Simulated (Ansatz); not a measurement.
The starting structures come from a database of crystals and need not be the phases stable at ambient conditions.

By PBEsol, the system below comes out a metal.

Without scattering a metal conducts by its projected Fermi surface.

Given:

```
NiZn
1.0
    2.69658     0.00000     0.00000
    0.00000     2.69658     0.00000
    0.00000     0.00000     3.18195
Zn Ni
1 1
Direct
  0.50000   0.50000   0.50000
  0.00000   0.00000   0.00000
```

Space group of this cell: P4/mmm. The cell is taken as given; by PBEsol its mean pressure is -1.5 GPa.

The current flows along the normal of the first two printed cell vectors, the (001) plane of the conventional cell. No spin-orbit coupling; the value is a mean over 0.1 eV about the Fermi level.

**Question.** Estimate the ballistic conductance per area that PBEsol (Ansatz, an electronic-structure program) returns for this system.

**Answer.** 1.1 × 10¹⁵ S/m² for both spins.
